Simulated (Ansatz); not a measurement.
The parent structure is Sn in the diamond structure (space group Fd-3m, No. 227; relaxed with 0.1 eV smearing).

```
Sn
1.0
    0.00000     3.23724     3.23724
    3.23724     0.00000     3.23724
    3.23724     3.23724     0.00000
Sn
2
Cartesian
  0.00000   0.00000   0.00000
  1.61862   1.61862   1.61862
```

Computed with LDA (Ansatz, a first-principles code, PAW, no spin-orbit coupling).

Strains are applied to the cell and any free atomic positions relax.

One change was made to it. Results:

The energy grows by 18 meV/atom; the pressure goes from zero to 3.1 GPa.

Problem. Which of these changes matches the shifts?
(A) isotropic strain −3.00 %
(B) isotropic strain +0.50 %
(C) isotropic strain −2.00 %
(D) isotropic strain −1.00 %
(E) isotropic strain +1.50 %

Solution. C, isotropic strain −2.00 %. For comparison, the energy relative to the base in the other runs: isotropic strain +1.50 % gives +9.1 meV/atom; isotropic strain +0.50 % gives +1.1 meV/atom; isotropic strain −3.00 % gives +43 meV/atom; isotropic strain −1.00 % gives +4.4 meV/atom.

Stability against distortions was not tested.
